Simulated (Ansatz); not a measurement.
**Cubic perovskite CsPbBr3 (cubic high-temperature phase)**

Calculation: PBE0 in Ansatz (plane waves, PAW).

Numerical settings: plane-wave cutoff 500 eV, 4×4×4 k mesh, gaussian smearing 0.02 eV, scalar-relativistic PAW data made under PBE.

Cell: relaxed with r²SCAN: a = b = c = 5.937 Å, α = β = γ = 90.00°.

For cubic perovskite CsPbBr3 (cubic high-temperature phase), the band gap comes out as 2.89 eV (on the SCF k mesh).

Note: held by symmetry at 0 K, a high-temperature phase can be a saddle point; cell and atoms aren't relaxed at this level (pressure 0.3 GPa).

Spin–orbit coupling is not included; with these elements it can move the gap by several tenths of an eV or more.

Ansatz is a program for electronic structure.
